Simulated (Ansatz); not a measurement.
A computed series for Ti3AlC2: pressure series

Base system: Ti₃AlC₂ (space group P6_3/mmc, No. 194; a = 3.051 Å, c = 18.500 Å).

Cell and atoms are relaxed at each pressure.

The values are results of PBEsol (Ansatz, an electronic-structure program, PAW, no spin-orbit coupling), not measurements.

| variant | density | c/a ratio |
|---|---|---|
| base | 4.33 g/cm³ | 6.064 |
| pressure −2 GPa | 4.28 g/cm³ | 6.071 |
| pressure −1 GPa | 4.31 g/cm³ | 6.068 |
| pressure 0.3 GPa | 4.34 g/cm³ | 6.063 |
| pressure 0.7 GPa | 4.35 g/cm³ | 6.062 |
| pressure 1.5 GPa | 4.37 g/cm³ | 6.059 |
| pressure 3 GPa | 4.41 g/cm³ | 6.055 |
| pressure 5 GPa | 4.46 g/cm³ | 6.050 |
| pressure 7.5 GPa | 4.52 g/cm³ | 6.044 |
| pressure 10 GPa | 4.57 g/cm³ | 6.039 |

Load acts through the strain it causes; cell and atoms are relaxed under it. No phonon test of stability was made. Competing high-pressure phases were not computed. All final runs are without spin polarisation.
